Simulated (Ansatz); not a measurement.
Take SrTiO$_{3}$ in the cubic perovskite structure (space group Pm-3m, No. 221; a = 3.891 Å) as the base. Axes: x, y, z lie along the cube axes.

Calculations: Ansatz (an electronic-structure program), PBEsol, PAW, cutoff 420 eV, no spin-orbit coupling.

Base values:

| Quantity | Value |
|---|---|
| Volume per atom | 11.78 Å³ |
| Band gap | 1.85 eV |
| Pressure | -0.01 GPa |

One thing is altered: tensile biaxial strain of 1.80 % in the plane normal to [001], as in epitaxy on a mismatched substrate; the out-of-plane cell vector and the atoms relax.

Task: What does the calculation give for the volume per atom, band gap and pressure after the change?

Result: The volume per atom increases by 0.305 Å³ to 12.09 Å³; the band gap shrinks by 0.09 eV to 1.76 eV; the pressure (mean of the normal stresses, compression positive) falls by 4.280 GPa (-0.01 GPa → -4.28 GPa).

Stability against distortions was not tested. All final runs are without spin polarisation. Many cubic perovskites are stable only at high temperature; tilts and polar distortions were not tested.
